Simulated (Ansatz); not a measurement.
## Ge: shear stress against shear

Ge (diamond, Fd-3m, 22.214 Å³/atom and stress up to 0.01 GPa in the relaxed cell, cube axes along x, y and z) under an engineering shear γ in the xy plane. LDA in Ansatz, a plane-wave DFT program (PAW, default set), 420 eV, 14×14×14 Γ-centred mesh, Fermi-Dirac smearing 0.05 eV; ions are relaxed, or left where forces stay under 0.02 eV/Å, within the symmetry of each cell. Stress is positive for a compressed cell.

Here s stands for strain and y for shear stress.

| strain (%) | shear stress (GPa) |
|---|---|
| 0.00 | 0.00 |
| 0.58 | -0.35 |
| 1.14 | -0.70 |
| 1.72 | -1.05 |
| 4.00 | ? |

The 4 complete rows are fitted with a straight line, y against s. Means: s 0.86000, y -0.525. About the means, the sum of products is -1.0010 and the sum of squares of s is 1.6360; the slope is their ratio. Least squares gives y = 0.001 - 0.6119·s. Residuals (row less fit): -0.001, 0.004, -0.003, 0.001; standard error 0.004 (degrees of freedom: 2). The slope gives the elastic constant C44 = 61.2 ± 0.3 GPa (± standard error of the fit, which holds the terms cut off).

Q: Estimate the missing y (s = 4.00); what did the run itself give?

A: y = 0.001 - 0.6119 × 4.00 = -2.447 GPa. The calculation gives -2.41 GPa, 0.037 GPa above the prediction (1.5 % of the range of y in the table). The row lies outside the fitted rows, so this is an extrapolation. The scatter of the fitted rows lies at the last printed digit.

This level leaves no gap over 0.05 eV at strain 0.00, 0.58, 1.14, 1.72, 4.00 %. Rows are the converged runs of the series near zero and its far end, less any whose ions stayed unrelaxed beside relaxed ones; series whose fitted rows scatter by over a few per cent of the range, as at a crossing or softening among them, aren't shown in this form. Most that stay on the fit to the last digits aren't either.
